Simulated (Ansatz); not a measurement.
Results of PBEsol (PAW; Ansatz, an electronic-structure program) for ZrAl3 (I4/mmm, No. 139).

Run with plane-wave cutoff 520 eV, 20×20×20 k mesh, Fermi–Dirac smearing 0.05 eV, scalar-relativistic PAW data made under PBE.

Shape and atoms are relaxed at each volume.

Pressure at four volumes; x = ln(V/17.051 Å³). One pressure is withheld.

| V (Å³/atom) | x | P (GPa) |
|---|---|---|
| 16.369 | -0.0408 | 4.81 |
| 17.051 | 0.0000 | 0.00 |
| 17.392 | 0.0198 | -2.07 |
| 17.733 | 0.0392 | ? |

Question: Pass a parabola P(x) through the three rows shown, estimate the bulk modulus and its pressure derivative near zero pressure, and predict the withheld pressure.

Answer: Slopes between the rows: (0.00 − (4.81))/(0.0000 − (-0.0408)) = -117.89 and (-2.07 − (0.00))/(0.0198 − (0.0000)) = -104.55 GPa. Their difference over the span 0.0606 is c = 13.34/0.0606 = 220.1 GPa, so P(x) = 4.81 + (-117.89)(x − (-0.0408)) + 220.1 (x − (-0.0408))(x − (0.0000)). At the middle row B = −dP/dx = −[-117.89 + 220.1 × 0.0408] = 108.9 GPa, and B′ = dB/dP = 2c/B = 4.0. At x = 0.0392 the parabola gives -3.93 GPa; the run gives -3.93 GPa. The Birch–Murnaghan fit to the energies at all volumes has B0 = 108 GPa and B′ = 4.0.
